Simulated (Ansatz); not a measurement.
The starting structures come from a database of crystals and need not be the phases stable at ambient conditions.

By PBEsol, the system below comes out a metal.

A figure of merit of an interconnect metal is its ballistic conductance per area.

Here is the system:

```xyz
4
Lattice="4.0097 0.0000 0.0000 -2.0048 5.0508 0.0000 0.0000 0.0000 3.7750" Properties=species:S:1:pos:R:3 pbc="T T T"
Sc     2.0048     3.6670     2.8312
Sc     0.0000     1.3838     0.9437
Ge     2.0048     0.9042     2.8312
Ge     0.0000     4.1466     0.9437
```

Space group of this cell: Cmcm. The cell is taken as given; by PBEsol its mean pressure is -2.7 GPa.

The current flows along the normal of the first two printed cell vectors. No spin-orbit coupling; the value is a mean over 0.1 eV about the Fermi level.

**Question.** Compute, with PBEsol (Ansatz, an electronic-structure program), the ballistic conductance per area.

**Answer.** 0.78 × 10¹⁵ S/m² for both spins.
